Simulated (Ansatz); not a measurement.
## ZnO: response to strain

Consider ZnO in the wurtzite structure (space group P6_3mc, No. 186).

```xyz
4
Lattice="3.2300 0.0000 0.0000 -1.6150 2.7972 0.0000 0.0000 0.0000 5.2144" Properties=species:S:1:pos:R:3 pbc="T T T"
Zn     0.0000     1.8648     0.0080
Zn     1.6150     0.9324     2.6152
O      0.0000     1.8648     1.9839
O      1.6150     0.9324     4.5911
```

Strains are applied to the cell and any free atomic positions relax.

Level of theory: PBEsol in Ansatz (plane waves to 420 eV, PAW, spin-orbit coupling left out).

| case | width of the top valence band | electron mass | shortest interatomic distance | band gap |
|---|---|---|---|---|
| base | 1.83 eV | 0.13 mₑ (at Γ) | 1.969 Å | 0.70 eV |
| isotropic strain −3.00 % | 2.05 eV | 0.16 mₑ (at Γ) | 1.910 Å | 0.83 eV |
| isotropic strain −2.40 % | [?] | 0.15 mₑ (at Γ) | 1.922 Å | [?] |
| isotropic strain −1.80 % | 1.96 eV | 0.15 mₑ (at Γ) | 1.933 Å | 0.78 eV |
| isotropic strain −1.20 % | 1.92 eV | 0.14 mₑ (at Γ) | 1.945 Å | 0.75 eV |
| isotropic strain −0.60 % | 1.87 eV | 0.14 mₑ (at Γ) | 1.957 Å | 0.73 eV |

Some entries are withheld; estimate them.


- isotropic strain −2.40 %, width of the top valence band: 2.00 eV
- isotropic strain −2.40 %, band gap: 0.80 eV

Masses are band curvatures over ±0.01 Å⁻¹ around the edge. Whether these cells are dynamically stable was not tested.

Ansatz is a quantum-chemistry and plane-wave program.
